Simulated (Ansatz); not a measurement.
# TiB2, pressure series

Take TiB2 (space group P6/mmm, No. 191) as the base.

```xyz
3
Lattice="3.0318 0.0000 0.0000 -1.5159 2.6256 0.0000 0.0000 0.0000 3.2243" Properties=species:S:1:pos:R:3 pbc="T T T"
Ti     0.0000     0.0000     0.0000
B      0.0000     1.7504     1.6121
B      1.5159     0.8752     1.6121
```

Cell and atoms are relaxed at each pressure.

All numbers come from Ansatz (a program for electronic structure) PBE, without spin-orbit coupling, earlier PAW set.

Notes on the quantities. enthalpy: H = E + PV relative to the base's energy.

| variant | shortest interatomic distance | enthalpy |
|---|---|---|
| base | 1.750 Å | – |
| pressure −2 GPa | 1.755 Å | -0.11 eV/atom |
| pressure −1 GPa | 1.752 Å | -0.05 eV/atom |
| pressure 3 GPa | 1.745 Å | +0.16 eV/atom |
| pressure 7 GPa | 1.737 Å | +0.37 eV/atom |
| pressure 15 GPa | 1.723 Å | +0.78 eV/atom |
| pressure 30 GPa | 1.701 Å | +1.52 eV/atom |
| pressure 50 GPa | 1.676 Å | +2.46 eV/atom |
| pressure 75 GPa | 1.649 Å | +3.58 eV/atom |
| pressure 100 GPa | 1.627 Å | +4.65 eV/atom |

Load acts through the strain it causes; cell and atoms are relaxed under it. Whether these cells are dynamically stable was not tested. No other phases were tried under pressure. The final runs are not spin-polarised.
